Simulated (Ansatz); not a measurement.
The reference is LiNbO3 (space group R3c, No. 161; a = 5.190 Å, c = 14.016 Å (hexagonal axes)).

Level of theory: PBE in Ansatz (plane waves to 420 eV, PAW, spin-orbit coupling left out).

Base values:

```
Quantity              Result
-------------------  -------
Lattice parameter a  5.190 Å
c/a ratio              2.701
```

Modification: a hydrostatic pressure of 2.1 GPa.

### Question
What does the calculation give for the lattice parameter a and c/a ratio after the change?

### Answer
The lattice parameter a shrinks by 0.036 Å to 5.154 Å; the c/a ratio goes up by 0.0035 to 2.704.

Load acts through the strain it causes; cell and atoms are relaxed under it. Whether these cells are dynamically stable was not tested.

Ansatz is a program for electronic structure.
